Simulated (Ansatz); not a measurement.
Structures of equal composition on the (111)A surface of zinc-blende GaAs (Ga plane on top): 2x2 As adatom at H3; 2x2 As adatom at T1; 2x2 As adatom at T4. The slabs share one bottom face, and each structure is named by its start. These are constructed structures in small cells; real faces may alloy, dewet or reconstruct in larger ones, and not all known structures of the face are among them. Slabs of about 14 Å with all that they carry, Fermi-Dirac smearing of 0.025 eV. Bottom of the slabs: H caps. Relaxed from the named starts with such symmetry as they have, on meshes of like density; energies extrapolated to zero smearing; no spin-orbit coupling, no U. Spin-polarised runs, if any, are marked in brackets, and their order is one that fits the cell; the others ran without spin. Where a second, spin-polarised start was run, the lower counts.

Host crystal: zinc-blende GaAs, with a band gap (PBE, scalar-relativistic without spin-orbit coupling).

Computed with PBE (plane waves to 420 eV, PAW; Ansatz, an electronic-structure program).

**Question.** Rank these by energy per 1x1 cell (lowest first), as PBE gives it.

**Answer.** 2x2 As adatom at H3 (0.000 eV, gap 0.26 eV on the mesh), 2x2 As adatom at T4 (0.033 eV (1 As–As bonds broke), gap 0.28 eV on the mesh), 2x2 As adatom at T1 (0.335 eV [spin, 2.0 μB a cell], gap 0.62 eV on the mesh)
